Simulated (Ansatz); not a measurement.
BeAlNO (model structure, started from the AlSiCN type, P3m1, No. 156, 4 atoms in the cell), treated with HSE06 (Ansatz, an electronic-structure program, plane waves, PAW).

Run with plane-wave cutoff 460 eV, 9×9×6 k mesh (along the axes of the cell as run), Fermi–Dirac smearing 0.01 eV, scalar-relativistic PAW data made under PBE.

Cell (relaxed with PBEsol):

```cif
data_AlBeNO
_chemical_formula_sum 'Al1 Be1 O1 N1'
_space_group_name_H-M_alt 'P3m1'
_space_group_IT_number 156
_space_group_name_Hall 'P 3 -2"'
_cell_length_a 2.98434
_cell_length_b 2.98434
_cell_length_c 4.65236
_cell_angle_alpha 90.000
_cell_angle_beta 90.000
_cell_angle_gamma 120.000
loop_
_atom_site_label
_atom_site_type_symbol
_atom_site_symmetry_multiplicity
_atom_site_Wyckoff_symbol
_atom_site_fract_x
_atom_site_fract_y
_atom_site_fract_z
_atom_site_occupancy
Al1 Al 1 b 0.33333 0.66667 0.51127 1
Be1 Be 1 c 0.66667 0.33333 0.99165 1
O1 O 1 b 0.33333 0.66667 0.11306 1
N1 N 1 c 0.66667 0.33333 0.63401 1
```

### Question
Give the computed band gap.

### Answer

- band gap = 5.97 eV (on the SCF k mesh)

Note: the relaxation could raise the start's symmetry but not lower it, so the cell can be a saddle point; cell and atoms aren't relaxed at this level (largest force component 0.17 eV/Å, pressure -1.8 GPa).

Computed values are for the static lattice.

A model structure was made by putting elements into a prototype or built by hand; it is no filed structure, need not be a known phase, and can be a saddle point held by its symmetry.
